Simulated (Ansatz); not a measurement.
**BaTiO3 under a change: O → C**

Consider BaTiO$_{3}$ in the cubic perovskite structure (space group Pm-3m, No. 221; a = 4.019 Å).

The change: every O is replaced by C, then cell and atoms are relaxed.

Computed with PBE (Ansatz, a quantum-chemistry and plane-wave program), without spin-orbit coupling, earlier PAW set. k-mesh 11×11×11 (Γ-centred); smearing 0.05 eV (Fermi–Dirac), for the changed cell.

```json
[
 {"quantity": "volume per atom", "base": "12.99 Å³", "changed": "15.15 Å³", "shift": "+2.165 Å³"},
 {"quantity": "density", "base": "5.96 g/cm³", "changed": "4.85 g/cm³", "shift": "-1.11 g/cm³"},
 {"quantity": "space group", "base": "Pm-3m (No. 221)", "changed": "Pm-3m (No. 221)", "shift": "–"},
 {"quantity": "shortest interatomic distance", "base": "2.010 Å", "changed": "2.116 Å", "shift": "+0.106 Å"},
 {"quantity": "band gap", "base": "1.79 eV", "changed": "zero", "shift": "–"}
]
```

Final structure:

```yaml
crystal:
  lattice:
    - [4.23144, 0.00000, 0.00000]
    - [0.00000, 4.23144, 0.00000]
    - [0.00000, 0.00000, 4.23144]
  atoms:
    - { symbol: Ba, position: [0.00000, 0.00000, 0.00000] }
    - { symbol: Ti, position: [0.50000, 0.50000, 0.50000] }
    - { symbol: C, position: [0.00000, 0.50000, 0.50000] }
    - { symbol: C, position: [0.50000, 0.50000, 0.00000] }
    - { symbol: C, position: [0.50000, 0.00000, 0.50000] }
```

Stability against distortions was not tested. As relaxed here, BaTiC3 is a hypothetical phase, not in the database extracts checked. All final runs are without spin polarisation. Many cubic perovskites are stable only at high temperature; tilts and polar distortions were not tested. BaTiC3 has a high density of states at the Fermi level and may be magnetic at this level. This is not the structure that BaTiO3 has at room temperature and ambient pressure.
